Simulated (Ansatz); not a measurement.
The starting structures come from a database of crystals and need not be the phases stable at ambient conditions.

Tunnelling through a barrier is set by its complex band structure: the current falls as exp(−2κd) with the smallest κ.

```yaml
crystal:
  lattice:
    - [6.54259, 0.00000, 0.00000]
    - [-3.27129, 5.69470, 0.00000]
    - [0.06476, 0.00000, 6.94161]
  atoms:
    - { symbol: K, position: [0.32093, 0.68496, 0.50288] }
    - { symbol: K, position: [0.67907, 0.31504, 0.49712] }
    - { symbol: K, position: [0.36403, 0.68496, 0.99712] }
    - { symbol: K, position: [0.63597, 0.31504, 0.00288] }
    - { symbol: Zr, position: [0.04672, 0.09344, 0.75000] }
    - { symbol: Zr, position: [0.95328, 0.90656, 0.25000] }
    - { symbol: F, position: [0.13769, 0.19904, 0.04531] }
    - { symbol: F, position: [0.86231, 0.80096, 0.95469] }
    - { symbol: F, position: [0.06135, 0.19904, 0.45469] }
    - { symbol: F, position: [0.93865, 0.80096, 0.54531] }
    - { symbol: F, position: [0.00112, 0.38538, 0.77749] }
    - { symbol: F, position: [0.99888, 0.61462, 0.22251] }
    - { symbol: F, position: [0.38426, 0.38538, 0.72251] }
    - { symbol: F, position: [0.61574, 0.61462, 0.27749] }
    - { symbol: F, position: [0.72364, 0.03082, 0.21362] }
    - { symbol: F, position: [0.27636, 0.96918, 0.78638] }
    - { symbol: F, position: [0.30718, 0.03082, 0.28638] }
    - { symbol: F, position: [0.69282, 0.96918, 0.71362] }
```

Space group of this cell: C2/c. The cell is taken as given.

Transport runs along the normal of the first two printed cell vectors.

No gap correction and no spin-orbit coupling; mid-gap values are interpolated between computed energies.

Q: State the band gap and the smallest decay constant κ at mid-gap according to r2SCAN in Ansatz (a quantum-chemistry and plane-wave program).

A: Gap 6.40 eV on a 6×6×6 mesh; κ = 0.584 1/Å, at the zone centre.
